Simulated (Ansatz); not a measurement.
Start from TiSi₂ (space group Fddd, No. 70; a = 4.7804 Å, b = 8.2321 Å, c = 8.5219 Å). Axes: x, y, z lie along a, b, c of the conventional cell.

The values are results of Kohn–Sham DFT with the r2SCAN functional, run in Ansatz (a first-principles code) with PAW and 500 eV plane waves, scalar-relativistic without spin-orbit coupling, earlier PAW set, not measurements.

Base values:

| Item | Value |
|---|---|
| Band gap | zero |

It is then changed as follows: uniaxial stress, 2 GPa tension along x; all other stress components relax to zero.

### Question
Estimate the effect on the band gap.

### Answer
The band gap is still zero.

### Question
What happens to the energy relative to the base?

### Answer
The energy rises by 0.6 meV/atom.

Without a gap, meshes like the base's 13×13×13 leave anisotropic stresses uncertain by several tenths of a GPa, and small strain energies with them. Load acts through the strain it causes; cell and atoms are relaxed under it. Stability under load was not tested beyond the relaxation. All final runs are without spin polarisation.
